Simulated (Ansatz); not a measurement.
The starting structures come from a database of crystals and need not be the phases stable at ambient conditions.

Tunnelling through a barrier is set by its complex band structure: the current falls as exp(−2κd) with the smallest κ.

Data:

```yaml
crystal:
  lattice:
    - [7.45724, 0.00000, 0.00000]
    - [-0.64628, 8.81694, 0.00000]
    - [-0.32314, 4.40847, 2.80498]
  atoms:
    - { symbol: In, position: [0.00000, 0.00000, 0.00000] }
    - { symbol: Ag, position: [0.67931, 0.66834, 0.00000] }
    - { symbol: Ag, position: [0.32069, 0.33166, 0.00000] }
    - { symbol: Ag, position: [0.50000, 0.00000, 0.00000] }
    - { symbol: P, position: [0.79050, 0.33869, 0.00000] }
    - { symbol: P, position: [0.20950, 0.66131, 0.00000] }
    - { symbol: O, position: [0.39291, 0.75594, 0.00000] }
    - { symbol: O, position: [0.60709, 0.24406, 0.00000] }
    - { symbol: O, position: [0.94958, 0.23736, 0.00000] }
    - { symbol: O, position: [0.05042, 0.76264, 0.00000] }
    - { symbol: O, position: [0.20338, 0.32974, 0.44954] }
    - { symbol: O, position: [0.79662, 0.67026, 0.55046] }
    - { symbol: O, position: [0.79662, 0.22072, 0.44954] }
    - { symbol: O, position: [0.20338, 0.77928, 0.55046] }
```

Space group of this cell: C2/m. The cell is taken as given; by r2SCAN its mean pressure is -5.6 GPa.

Transport runs along the normal of the first two printed cell vectors.

The gap is the functional's own. No spin-orbit coupling. Mid-gap values are interpolated on the energy grid.

Problem. Predict the band gap and the smallest decay constant κ at mid-gap from r2SCAN in Ansatz (an electronic-structure program).

Solution. Gap 1.65 eV on a 4×10×10 mesh; κ = 0.287 1/Å, at the zone centre.
